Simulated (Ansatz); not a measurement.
## A computed series for Al: response to strain and stress

Consider Al in the fcc (Cu type) structure (space group Fm-3m, No. 225).

```xyz
1
Lattice="0.0000 1.9960 1.9960 1.9960 0.0000 1.9960 1.9960 1.9960 0.0000" Properties=species:S:1:pos:R:3 pbc="T T T"
Al     0.0000     0.0000     0.0000
```

Cartesian axes are those of the cell as printed.

Strains are applied to the cell and any free atomic positions relax; under biaxial strain the out-of-plane vector relaxes too; under stress the whole cell relaxes.

Level of theory: r2SCAN in Ansatz (plane waves to 500 eV, PAW, no SOC).

Candidates:
(a) uniaxial stress, 2 GPa compression along x
(b) uniaxial strain ε_yy = +0.64 %
(c) biaxial strain +4.76 %, plane normal [111], relaxed out of plane

Notes on the quantities. energy relative to the base: free energy F.

Q: Order them by energy relative to the base, lowest first.

A: (b) uniaxial strain ε_yy = +0.64 % (+0.2 meV/atom), (a) uniaxial stress, 2 GPa compression along x (+1.7 meV/atom), (c) biaxial strain +4.76 %, plane normal [111], relaxed out of plane (+30 meV/atom)

Without a gap, meshes like the base's 20×20×20 leave anisotropic stresses uncertain by several tenths of a GPa, and small strain energies with them. Beyond what the load breaks, stability against distortions was not tested.

Ansatz is a program for electronic structure.
